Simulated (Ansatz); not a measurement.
Ansatz (a first-principles code) run on ZrSi (Fm-3m, 2 atoms in the cell): self-consistent single point.

Computed with PBE (plane waves, PAW; Ansatz).

The change in words: lattice scaled by 0.97; basis.ecutwfc: 420 eV → 250 eV. Reference geometry:
```
ZrSi
1.0
    0.00000     2.88278     2.88278
    2.88278     0.00000     2.88278
    2.88278     2.88278     0.00000
Si Zr
1 1
Direct
  0.00000   0.00000   0.00000
  0.50000   0.50000   0.50000
```

Reference input (self-consistent single point, DFT, PBE, plane waves, default PAW files): basis.ecutwfc = 420 eV; kpoints.mp_grid.grid = 7 7 7; hamiltonian.xc = pbe; hamiltonian.pseudopotentials = {kind: paw} (the program's default PAW files); scf.occupations.method = cold; scf.occupations.width = 0.272 eV. This run's input differs from it in these lines:

Ansatz 0.2 input:
```diff
@@ -2,5 +2,5 @@
   lattice:
-    - [0.000000, 2.882779, 2.882779]
-    - [2.882779, 0.000000, 2.882779]
-    - [2.882779, 2.882779, 0.000000]
+    - [0.000000, 2.796296, 2.796296]
+    - [2.796296, 0.000000, 2.796296]
+    - [2.796296, 2.796296, 0.000000]
   atoms:
@@ -9,3 +9,3 @@
 basis:
-  ecutwfc: 420.0
+  ecutwfc: 250.0
 kpoints:
```

The program printed (abridged):

```
SCF iter   1: F=—  HF=-4820.675906 eV  |F-HF|=—  |Δ(HF+E_count)|=         —  Δρ=7.07e-3  dr2=9.05e-3  ethr=1.77e-3  ⟨swp⟩=5.0  Hψ=1265  notcnv=0
all-band conjugate gradients solve this SCF's bands
preconditioner: auto → Kerker (q_TF=auto, 2.307 Å⁻¹)
SCF iter   2: F=—  HF=-4820.674952 eV  |F-HF|=—  |Δ(HF+E_count)|=   9.55e-4  S|Δr|=    0.00e0  Δρ=3.65e-3  dr2=1.80e-3  ethr=5.65e-5  ⟨swp⟩=1.3  Hψ=440  notcnv=0
SCF iter   3: F=—  HF=-4820.675280 eV  |F-HF|=—  |Δ(HF+E_count)|=   3.28e-4  S|Δr|=    0.00e0  Δρ=6.47e-4  dr2=8.15e-5  ethr=1.12e-5  ⟨swp⟩=2.2  Hψ=402  notcnv=0
SCF iter   4: F=—  HF=-4820.675325 eV  |F-HF|=—  |Δ(HF+E_count)|=   4.46e-5  S|Δr|=    0.00e0  Δρ=8.20e-5  dr2=2.64e-6  ethr=5.09e-7  ⟨swp⟩=2.1  Hψ=301  notcnv=0
SCF iter   5: F=-4820.675325 eV  HF=-4820.675325 eV  |F-HF|=9.52e-9  |Δ(HF+E_count)|=   5.32e-7  S|Δr|=    0.00e0  Δρ=1.38e-5  dr2=9.91e-8  ethr=6.25e-10  ⟨swp⟩=2.3  Hψ=912  notcnv=0
SCF 1 converged in 5 iterations: F = -4820.675325 eV  dr2 = 9.91e-8
Stability not checked (fill_not_monotonic)
Free energy (F): -4820.675325 eV
Internal energy: -4820.676974 eV  (E = F + TS)
E sigma→0 (E₀):  -4820.675875 eV
Entropy (-TS):   0.001649 eV (0.825 meV/atom)
Fermi energy:    10.164437 eV
--- Forces (eV/Å), atoms counted from 1 ---
  atom   1  Si    -0.00000000     0.00000000    -0.00000000
  atom   2  Zr     0.00000000    -0.00000000     0.00000000
--- Stress (GPa, compression-positive) ---
       -9.607826       0.000000      -0.000000
       -0.000000      -9.607826       0.000000
       -0.000000      -0.000000      -9.607826
  P = ⅓ Tr σ = -9.6078 GPa (-96.078 kbar)
  The stress holds the Pulay correction. Without it, at fixed plane waves, as pw.x and ABINIT print it: P = -14.7242 GPa
```

The run converged in 5 iterations. Against the reference run the free energy falls by 55.4 meV/atom and the pressure goes from -15.24 to -9.61 GPa.

The starting cell was generated: these elements placed on a structure prototype, without a prior relaxation; it need not be a known phase or ordering of this composition. For this run, on top of that: lattice scaled by 0.97. Ansatz's pressure includes its estimate of the finite-basis (Pulay) stress. Without the estimate this run gives -14.72 GPa. The cutoff lies below the one recommended for these files.
